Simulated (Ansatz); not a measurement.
Structures of equal composition on the (0001) surface of hcp Ti: a pseudomorphic layer of Ge in the host's stacking; a pseudomorphic layer of Ge in the other hollow. The slabs share one bottom face, and each structure is named by its start. These are constructed structures in small cells; real faces may alloy, dewet or reconstruct in larger ones, and not all known structures of the face are among them. Slabs of about 12 Å with all that they carry, Fermi-Dirac smearing of 0.1 eV. Bottom of the slabs: a bare face, its two planes held. Relaxed from the named starts with such symmetry as they have, on meshes of like density; energies extrapolated to zero smearing; no spin-orbit coupling, no U. Spin-polarised runs, if any, are marked in brackets, and their order is one that fits the cell; the others ran without spin.

All values below come from PBE (plane waves to 420 eV, PAW; Ansatz, a first-principles code).

Problem. Put the candidates in order of energy per 1x1 cell, lowest first, for PBE.

Solution. a pseudomorphic layer of Ge in the other hollow (0.000 eV), a pseudomorphic layer of Ge in the host's stacking (0.035 eV)
